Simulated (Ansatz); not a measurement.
An Ansatz (a program for electronic structure) run: Bi2Se3 with a change (tensor shear ε_xz = −0.93 %); r2SCAN+rVV10 (Ansatz), without spin-orbit coupling.

Input:

Ansatz 0.2 input:
```yaml
crystal:
  lattice:
    - [1.9815754185, 1.1964425802, 9.7359876903]
    - [-2.1630232559, 1.1964425802, 9.7745324579]
    - [-0.0907239187, -2.3928851603, 9.7552600741]
  atoms:
    - { symbol: Bi, position: [0.3993843472, 0.3993843472, 0.3993843472] }
    - { symbol: Bi, position: [0.6006156528, 0.6006156528, 0.6006156528] }
    - { symbol: Se, position: [0, 0, 0] }
    - { symbol: Se, position: [0.2142021759, 0.2142021759, 0.2142021759] }
    - { symbol: Se, position: [0.7857978241, 0.7857978241, 0.7857978241] }
basis: { ecutwfc: 500, ecutrho_ratio: 4, xc_grid: 3, fft_grid_basis: typed }
kpoints: { mp_grid: { grid: [9, 9, 9] } }
hamiltonian:
  xc: r2scan
  dispersion: rvv10
  pseudopotentials: { kind: paw }
scf: { occupations: { method: fermi_dirac, width: 0.05 }, convergence: { dr2_threshold: 0.0000000005 } }
relax: { f_tol: 0.005, max_steps: 50 }
output: { forces: true, stress: true }
checkpoint: { write: state.ck, write_every: 1000 }
```

Output (explanatory and most iteration lines left out):

```
Relaxation: its limit of steps is 50 (relax.max_steps)
Pseudopotential: Bi, paw, valence charge 15
Pseudopotential: Se, paw, valence charge 16
Crystal: 5 atoms, lattice volume = 145.110 Å³
Basis set: ecut = 500 eV, 3677 PW (Γ), exchange–correlation on 225×225×225 points (27 copies of the dense FFT grid, shifted against one another)
Bands: 47, of which v1, the nominal top of the filled ones, is band 39 counted from 1 (38 counted from 0)
Symmetry: 2 space group operations
Space group: P-1 (ITA 2), of the structure as read, at distance tolerance 5.3e-5 Å
k-points: 365 of 729
Functional: x = r2scan, c = r2scan + rvv10(b = 11.95, C = 0.0093); τ floored in thin density (d = 2e-4 eV/Å³)
SCF iter   1: F=—  HF=-41248.080954 eV  |F-HF|=—  |Δ(HF+E_count)|=         —  Δρ=4.04e-3  dr2=4.45e-2  dr2_τ=1.11e-2  ethr=1.77e-3  ⟨swp⟩=8.2  Hψ=72788  notcnv=0  defer=41
SCF iter   2: F=—  HF=-41248.105426 eV  |F-HF|=—  |Δ(HF+E_count)|=   2.45e-2  Δρ=2.13e-3  dr2=7.26e-3  dr2_τ=5.80e-4  ethr=5.70e-5  ⟨swp⟩=2.8  Hψ=35139  notcnv=0  defer=525
SCF 1 converged in 10 iterations: F = -41248.108758 eV  dr2 = 3.49e-11
relax step   1: F+E_penalty+E_count = -41248.10875844 eV  Δ(F+E_penalty+E_count) = +0.000e0 eV  max|allowed force component| = 1.564e-1 eV/Å  Δτ_max = 0.0000 Å  (10 SCF iters, accepted)
Crystal: 5 atoms, lattice volume = 145.110 Å³
SCF iter   1: F=—  HF=-41247.955655 eV  |F-HF|=—  |Δ(HF+E_count)|=         —  Δρ=5.01e-3  dr2=2.66e-2  dr2_τ=2.12e-1  ethr=3.38e-5  ⟨swp⟩=1.4  Hψ=67469  notcnv=0  defer=502
SCF iter   2: F=—  HF=-41248.105914 eV  |F-HF|=—  |Δ(HF+E_count)|=   1.50e-1  Δρ=2.22e-3  dr2=4.66e-3  dr2_τ=2.03e-4  ethr=3.38e-5  ⟨swp⟩=2.2  Hψ=27919  notcnv=0  defer=502
SCF 2 converged in 10 iterations: F = -41248.108681 eV  dr2 = 9.93e-11
relax step   2: F+E_penalty+E_count = -41248.10868140 eV  Δ(F+E_penalty+E_count) = +7.704e-5 eV  max|allowed force component| = 1.558e-1 eV/Å  Δτ_max = 0.1011 Å  (10 SCF iters, rejected (line search))
Crystal: 5 atoms, lattice volume = 145.110 Å³
SCF iter   1: F=—  HF=-41248.060351 eV  |F-HF|=—  |Δ(HF+E_count)|=         —  Δρ=2.78e-3  dr2=8.32e-3  dr2_τ=7.02e-2  ethr=1.03e-4  ⟨swp⟩=7.0  Hψ=51577  notcnv=0  defer=504
SCF iter   2: F=—  HF=-41248.113945 eV  |F-HF|=—  |Δ(HF+E_count)|=   5.36e-2  Δρ=1.22e-3  dr2=1.41e-3  dr2_τ=6.61e-5  ethr=1.07e-5  ⟨swp⟩=2.0  Hψ=31243  notcnv=0  defer=512
SCF 3 converged in 10 iterations: F = -41248.114950 eV  dr2 = 2.78e-11
relax step   3: F+E_penalty+E_count = -41248.11494954 eV  Δ(F+E_penalty+E_count) = -6.191e-3 eV  max|allowed force component| = 9.757e-3 eV/Å  Δτ_max = 0.0465 Å  (10 SCF iters, accepted)
Crystal: 5 atoms, lattice volume = 145.110 Å³
SCF iter   1: F=—  HF=-41248.112601 eV  |F-HF|=—  |Δ(HF+E_count)|=         —  Δρ=3.56e-4  dr2=1.50e-4  dr2_τ=2.39e-3  ethr=1.48e-6  ⟨swp⟩=6.7  Hψ=47555  notcnv=0  defer=487
SCF iter   2: F=—  HF=-41248.114803 eV  |F-HF|=—  |Δ(HF+E_count)|=   2.20e-3  Δρ=1.37e-4  dr2=3.50e-5  dr2_τ=1.22e-6  ethr=1.92e-7  ⟨swp⟩=2.0  Hψ=28839  notcnv=0  defer=503
SCF 4 converged in 8 iterations: F = -41248.114934 eV  dr2 = 1.96e-10
relax step   4: F+E_penalty+E_count = -41248.11493400 eV  Δ(F+E_penalty+E_count) = +1.554e-5 eV  max|allowed force component| = 2.085e-2 eV/Å  Δτ_max = 0.0063 Å  (8 SCF iters, rejected (line search))
Crystal: 5 atoms, lattice volume = 145.110 Å³
SCF iter   1: F=—  HF=-41248.114280 eV  |F-HF|=—  |Δ(HF+E_count)|=         —  Δρ=1.70e-4  dr2=3.53e-5  dr2_τ=6.24e-4  ethr=4.08e-7  ⟨swp⟩=6.6  Hψ=46672  notcnv=0  defer=207
SCF iter   2: F=—  HF=-41248.114862 eV  |F-HF|=—  |Δ(HF+E_count)|=   5.82e-4  Δρ=6.63e-5  dr2=1.11e-5  dr2_τ=2.88e-7  ethr=4.53e-8  ⟨swp⟩=2.0  Hψ=28838  notcnv=0  defer=250
SCF 5 converged in 8 iterations: F = -41248.114987 eV  dr2 = 4.72e-11
relax step   5: F+E_penalty+E_count = -41248.11498715 eV  Δ(F+E_penalty+E_count) = -3.761e-5 eV  max|allowed force component| = 1.534e-3 eV/Å  Δτ_max = 0.0031 Å  (8 SCF iters, accepted)
Crystal: 5 atoms, lattice volume = 145.110 Å³
SCF iter   1: F=—  HF=-41248.114987 eV  |F-HF|=—  |Δ(HF+E_count)|=         —  Δρ=1.69e-7  dr2=4.71e-11  dr2_τ=1.30e-12  ethr=1.00e-12  ⟨swp⟩=3.0  Hψ=62883  notcnv=0  defer=207
SCF iter   2: F=-41248.114987 eV  HF=-41248.114987 eV  |F-HF|=7.28e-12  |Δ(HF+E_count)|=  1.31e-10  Δρ=1.07e-7  dr2=1.65e-11  dr2_τ=5.02e-13  ethr=1.00e-12  ⟨swp⟩=3.9  Hψ=44763  notcnv=0
SCF 6 converged in 2 iterations: F = -41248.114987 eV  dr2 = 1.65e-11
SCF converged after 2 iterations
Free energy (F): -41248.114987 eV
Internal energy: -41248.114974 eV  (E = F + TS)
E sigma→0 (E₀):  -41248.114981 eV
Entropy (-TS):   -0.000013 eV (-0.003 meV/atom)
Fermi energy:    8.745715 eV
--- Forces (eV/Å), atoms counted from 1 ---
  atom   1  Bi     0.00058563     0.00009454     0.00153275
  atom   2  Bi    -0.00058563    -0.00009454    -0.00153275
  atom   3  Se     0.00000000     0.00000000     0.00000000
  atom   4  Se    -0.00113431    -0.00005157     0.00047760
  atom   5  Se     0.00113431     0.00005157    -0.00047760
--- Stress (GPa, compression-positive) ---
        0.036161      -0.186565       0.363569
       -0.186565       0.014083      -0.032976
        0.363569      -0.032976       0.071815
  P = ⅓ Tr σ = 0.0407 GPa (0.407 kbar)
--- Relaxed structure (5 steps of the walk, 3 accepted, 0 SCFs on fresh bases) ---
  atoms:
    - { symbol: Bi, position: [0.40566196741033084, 0.3933792819645817, 0.3989881751153093] }
    - { symbol: Bi, position: [0.5943380325896689, 0.6066207180354184, 0.6010118248846904] }
    - { symbol: Se, position: [0.0, 0.0, 0.0] }
    - { symbol: Se, position: [0.20213194028829193, 0.22596627162290794, 0.2146668082297864] }
    - { symbol: Se, position: [0.7978680597117078, 0.7740337283770922, 0.7853331917702134] }
```

With Bi present, leaving out spin-orbit coupling can change the band edges. The cells carry an imposed strain or load. No phonon test of stability was made. The cell was made from Bi2Se3 in the Bi2Te3 type structure (space group R-3m, No. 166) by this change: tensor shear ε_xz = −0.93 %.
